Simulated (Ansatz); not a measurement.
Take CdS in the zinc blende structure (space group F-43m, No. 216; a = 5.8777 Å) as the base. Axes: x, y, z lie along the cube axes.

Method: Kohn–Sham DFT with the r2SCAN functional, run in Ansatz (an electronic-structure program) with PAW and 500 eV plane waves, spin-orbit coupling left out.

Before the change:

```
Property                            Result
---------------------  -------------------
Valence-band top at Γ  0.00, 0.00, 0.00 eV
Band gap                           1.54 eV
```

Modification: tensile biaxial strain of 2.00 % in the plane normal to [001], as in epitaxy on a mismatched substrate; the out-of-plane cell vector and the atoms relax.

Problem. How does this affect the valence-band top at Γ?

Solution. The valence-band top at Γ (three highest levels, from the VBM) changes from 0.00, 0.00, 0.00 eV to 0.00, -0.14, -0.14 eV.

Problem. Estimate the effect on the energy relative to the base.

Solution. The energy increases by 2.8 meV/atom.

Problem. How does this affect the band gap?

Solution. The band gap falls by 0.11 eV, from 1.54 eV to 1.43 eV.

Problem. How does this affect the out-of-plane strain?

Solution. The out-of-plane strain comes out as -3.06 %.

Stability against distortions was not tested.
